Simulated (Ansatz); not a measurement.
The parent structure is ZnSe in the zinc blende structure (space group F-43m, No. 216; a = 5.666 Å). Axes: x, y, z lie along the cube axes.

Levels (all Ansatz, a program for electronic structure, PAW, earlier PAW set): r2SCAN (500 eV, no spin-orbit coupling); HSE06+SOC (420 eV, with spin-orbit coupling).

Its gap is 1.86 eV with r2SCAN and 2.27 eV with HSE06+SOC.

One thing is altered: uniaxial strain ε_zz = −3.34 %, all other strain components held at zero; the atoms relax in the strained cell.

With r2SCAN the gap becomes 1.92 eV.

**Question.** If the HSE06+SOC correction stayed the same, what would the HSE06+SOC gap be, and what does the HSE06+SOC run give?

**Answer.** A rigid correction of +0.41 eV gives 2.33 eV. The HSE06+SOC run gives 2.37 eV, so the correction itself changes by +0.04 eV.

Single points use the geometry relaxed with r2SCAN. The spin-orbit shifts are approximate. Whether these cells are dynamically stable was not tested.
